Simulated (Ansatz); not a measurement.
## LiCl: strain along the normal

LiCl (rock salt, Fm-3m, 16.235 Å³/atom at rest) under an equal strain ε in the (001) plane with the normal axis free, as in a coherent film. PBEsol in Ansatz, a plane-wave DFT program (PAW, default set), 420 eV, 11×11×11 Γ-centred mesh, Fermi-Dirac smearing 0.05 eV; ions are relaxed within the symmetry of each cell.

Here s stands for strain and y for normal strain.

| strain (%) | normal strain (%) |
|---|---|
| -3.00 | ? |
| -1.50 | 1.03 |
| -1.00 | 0.68 |
| -0.50 | 0.34 |
| 0.00 | 0.00 |
| 0.50 | -0.33 |
| 1.00 | -0.65 |
| 1.50 | -0.96 |

Fit y of the 7 rows that show it with a straight line. Means: s 0, y 0.016. About the means, the sum of products is -4.6500 and the sum of squares of s is 7.0000; the slope is their ratio. Least squares gives y = 0.016 - 0.6643·s. Residuals (row less fit): 0.018, 0.000, -0.008, -0.016, -0.014, -0.002, 0.020; standard error 0.016 (degrees of freedom: 5). The slope, -0.66 ± 0.01, is the elastic response of the normal axis, −2C12/C11 for this plane.

Problem. What does the fit predict for y at s = -3.00, and how far is the calculated value from it?

Solution. y = 0.016 - 0.6643 × (-3.0) = 2.009%. The calculation gives 2.13%, 0.121% above the prediction (3.9 % of the range of y in the table). The row lies outside the fitted rows, so this is an extrapolation. From the scatter of the fitted rows alone, a prediction at this place has a standard error of 0.025%, so the miss is 4.8 times that.

One order more, fitted to all 13 runs of the series, follows each within 0.01, so the miss is the next term of a smooth law. Rows are the converged runs of the series near zero and its far end; series whose fitted rows scatter by over a few per cent of the range, as at a crossing or softening among them, aren't shown in this form. Most that stay on the fit to the last digits aren't either.
